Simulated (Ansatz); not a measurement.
An Ansatz (an electronic-structure program) run: SiO2 with a change (pressure 0.3 GPa); plane-wave PAW DFT at the PBE level (Ansatz, 420 eV), without spin-orbit coupling.

Input:

Ansatz 0.2 input:
```yaml
crystal:
  lattice:
    - [5.0845040473, 0, 0]
    - [0, 5.0845040473, 0]
    - [0, 0, 7.1003340364]
  atoms:
    - { symbol: Si, position: [0.2937873898, 0.2937873898, 0] }
    - { symbol: Si, position: [0.7937873898, 0.2062126102, 0.75] }
    - { symbol: Si, position: [0.2062126102, 0.7937873898, 0.25] }
    - { symbol: Si, position: [0.7062126102, 0.7062126102, 0.5] }
    - { symbol: O, position: [0.2412056818, 0.0933179638, 0.1741725892] }
    - { symbol: O, position: [0.7412056818, 0.4066820362, 0.5758274108] }
    - { symbol: O, position: [0.2587943182, 0.5933179638, 0.0758274108] }
    - { symbol: O, position: [0.7587943182, 0.9066820362, 0.6741725892] }
    - { symbol: O, position: [0.9066820362, 0.7587943182, 0.3258274108] }
    - { symbol: O, position: [0.4066820362, 0.7412056818, 0.4241725892] }
    - { symbol: O, position: [0.5933179638, 0.2587943182, 0.9241725892] }
    - { symbol: O, position: [0.0933179638, 0.2412056818, 0.8258274108] }
basis: { ecutwfc: 420, ecutrho_ratio: 4, xc_grid: 2, fft_grid_basis: typed }
kpoints: { mp_grid: { grid: [5, 5, 4] } }
hamiltonian:
  xc: pbe
  dispersion: none
  pseudopotentials: { kind: paw }
scf: { occupations: { method: fermi_dirac, width: 0.05 } }
relax: { f_tol: 0.01, max_steps: 60, cell: { stress_tol: 0.02, p_target: 0.3 } }
output: { forces: true, stress: true }
checkpoint: { write: state.ck, write_every: 1000 }
```

Output (explanatory and most iteration lines left out):

```
Relaxation: its limit of steps is 60 (relax.max_steps)
Pseudopotential: Si, paw, valence charge 4
Pseudopotential: O, paw, valence charge 6
Crystal: 12 atoms, lattice volume = 183.559 Å³
Basis set: ecut = 420 eV, 3583 PW (Γ), exchange–correlation on 72×72×96 points (8 copies of the dense FFT grid, shifted against one another)
Bands: 44, of which v1, the nominal top of the filled ones, is band 32 counted from 1 (31 counted from 0)
Symmetry: 8 space group operations
Space group: P41212 (ITA 92), of the structure as read, at distance tolerance 5.7e-5 Å
k-points: 18 of 100 (time reversal used)
Functional: x = pbe(κ = 0.804, μ = 0.2195149727645171), c = pbe(β = 0.06672455060314922)
SCF iter   1: F=—  HF=-7096.378011 eV  |F-HF|=—  |Δ(HF+E_count)|=         —  Δρ=1.03e-3  dr2=7.28e-4  ethr=1.77e-3  ⟨swp⟩=6.7  Hψ=4117  notcnv=0  defer=45
SCF iter   2: F=—  HF=-7096.380794 eV  |F-HF|=—  |Δ(HF+E_count)|=   2.78e-3  Δρ=4.89e-4  dr2=1.32e-4  ethr=1.14e-6  ⟨swp⟩=2.3  Hψ=1520  notcnv=0  defer=51
SCF 1 converged in 6 iterations: F = -7096.381828 eV  dr2 = 3.18e-9
relax step   1: F+E_penalty+E_count = -7096.38182821 eV  Δ(F+E_penalty+E_count) = +0.000e0 eV  max|allowed force component| = 7.397e-4 eV/Å  Δτ_max = 0.0000 Å  P = +0.002 GPa  Ω = 183.559 Å³  (6 SCF iters, dr2 threshold 1.00e-7 eV, accepted)
[... steps on the carried basis left out ...]
relax step  11: F+E_penalty+E_count = -7096.37885207 eV  Δ(F+E_penalty+E_count) = +1.011e-3 eV  max|allowed force component| = 1.150e-4 eV/Å  Δτ_max = 0.0000 Å  P = +0.294 GPa  Ω = 180.243 Å³  stress off target by 8.04e-3 GPa  SCF on the basis re-selected at this cell (its energy is not comparable with the rows above)  (5 SCF iters)
SCF converged after 5 iterations
Free energy (F): -7096.378852 eV
Internal energy: -7096.378852 eV  (E = F + TS)
E sigma→0 (E₀):  -7096.378852 eV
Fermi energy:    3.824967 eV
--- Forces (eV/Å), atoms counted from 1 ---
  atom   1  Si    -0.00000546    -0.00000546    -0.00000000
  atom   2  Si    -0.00000546     0.00000546     0.00000000
  atom   3  Si     0.00000546    -0.00000546     0.00000000
  atom   4  Si     0.00000546     0.00000546    -0.00000000
  atom   5  O     -0.00011502    -0.00007467    -0.00011112
  atom   6  O     -0.00011502     0.00007467     0.00011112
  atom   7  O      0.00011502    -0.00007467     0.00011112
  atom   8  O      0.00011502     0.00007467    -0.00011112
  atom   9  O      0.00007467     0.00011502     0.00011112
  atom  10  O      0.00007467    -0.00011502    -0.00011112
  atom  11  O     -0.00007467     0.00011502    -0.00011112
  atom  12  O     -0.00007467    -0.00011502     0.00011112
--- Stress (GPa, compression-positive) ---
        0.294659       0.000000       0.000000
        0.000000       0.294659       0.000000
        0.000000       0.000000       0.291960
  P = ⅓ Tr σ = 0.2938 GPa (2.938 kbar)
--- Relaxed structure (8 steps of the walk, 8 accepted, 3 SCFs on fresh bases) ---
  cell:  # Å, volume = 180.2426 Å³
    - [5.056964505100875, -1.0769042937492476e-35, 0.0]
    - [1.0769042937492476e-35, 5.056964505100875, 5.074911484293329e-34]
    - [0.0, 7.086938353954089e-34, 7.048191259098158]
  atoms:
    - { symbol: Si, position: [0.29698150127267703, 0.29698150127267703, 1.0179823155054556e-20] }
    - { symbol: Si, position: [0.796981501272677, 0.2030184987273231, 0.7500000000000001] }
    - { symbol: Si, position: [0.2030184987273231, 0.796981501272677, 0.25000000000000006] }
    - { symbol: Si, position: [0.7030184987273231, 0.7030184987273231, 0.5000000000000001] }
    - { symbol: O, position: [0.24001180770255143, 0.09974823200261392, 0.17737208338389907] }
    - { symbol: O, position: [0.7400118077025516, 0.40025176799738615, 0.572627916616101] }
    - { symbol: O, position: [0.2599881922974486, 0.599748232002614, 0.07262791661610096] }
    - { symbol: O, position: [0.7599881922974486, 0.9002517679973864, 0.6773720833838992] }
    - { symbol: O, position: [0.9002517679973864, 0.7599881922974486, 0.32262791661610096] }
    - { symbol: O, position: [0.40025176799738615, 0.7400118077025516, 0.42737208338389915] }
    - { symbol: O, position: [0.599748232002614, 0.2599881922974486, 0.9273720833838992] }
    - { symbol: O, position: [0.09974823200261392, 0.24001180770255143, 0.8226279166161011] }
```

Load acts through the strain it causes; cell and atoms are relaxed under it. No phonon test of stability was made. The cell was made from SiO2 (space group P4_12_12, No. 92) by this change: pressure 0.3 GPa.
